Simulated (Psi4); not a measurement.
Psi4 1.11, HF/def2-svpd: W(NMe)(S)(Cl)(NH2) (C[N]=[W]([NH2])(=[S])[Cl]), 11 atoms. The geometry is a generated start, not checked to be a minimum at this level.

```yaml
task: energy
method: scf
basis: def2-svpd
memory: 3 GB
maxiter: 100
keys_of_the_molecule_block: symmetry c1
scf_type: df (default)
e_convergence: 1e-06 (default)
d_convergence: 1e-06 (default)
effective_core_potentials: those of the basis set, past Kr
basis_functions: 189
```

```xyz
11

W      0.2223     0.9421     0.6221
N     -0.0312    -0.1088    -0.7861
C      0.0275    -0.9379    -1.9209
H      1.0673    -1.2145    -2.1404
H     -0.5455    -1.8560    -1.7513
H     -0.3934    -0.4278    -2.7962
S      2.3484     0.9195     1.1369
Cl    -0.3128     3.0416     0.2038
N     -0.6820     0.0829     2.1477
H     -1.3386    -0.7016     2.1746
H     -0.3619     0.2604     3.1098
```

Charge 0 and multiplicity 1 are set for this test and not shown to be the ground state.

With the defaults (damping_percentage = 0, diis = true, scf_initial_accelerator = adiis, level_shift = 0, level_shift_cutoff = 0.01, diis_start = 1, guess = auto, which took SAD, soscf = false, soscf_start_convergence = 0.01, diis_max_vecs = 10) it converges in 12 SCF iterations. One run each on 2 threads, with these changes:
- diis_max_vecs = 6
- damping_percentage = 60, diis = false, scf_initial_accelerator = none
- scf_initial_accelerator = ediis
- level_shift = 0.5, level_shift_cutoff = 0.001
- soscf = true, soscf_start_convergence = 0.001
- diis_start = 4
- damping_percentage = 20
- damping_percentage = 60
- guess = sapgau

Question: Which runs fail or end elsewhere than the default run?

Answer: No convergence: damping_percentage = 60; damping_percentage = 60, diis = false, scf_initial_accelerator = none (the run ends without SCF convergence in 100 iterations). The rest reach the solution of the defaults.

| setting | SCF iterations | JK calls | end |
|---|---|---|---|
| soscf = true, soscf_start_convergence = 0.001 | 8 | 29 | same solution |
| the defaults | 12 | 13 | same solution |
| level_shift = 0.5, level_shift_cutoff = 0.001 | 12 | 13 | same solution |
| scf_initial_accelerator = ediis | 12 | 13 | same solution |
| diis_max_vecs = 6 | 13 | 14 | same solution |
| diis_start = 4 | 17 | 18 | same solution |
| guess = sapgau | 17 | 17 | same solution |
| damping_percentage = 20 | 18 | 19 | same solution |
| damping_percentage = 60 | 100 | 101 | no convergence |
| damping_percentage = 60, diis = false, scf_initial_accelerator = none | 100 | 101 | no convergence |

An SOSCF iteration holds several JK calls; a Hückel guess adds calls on atoms.
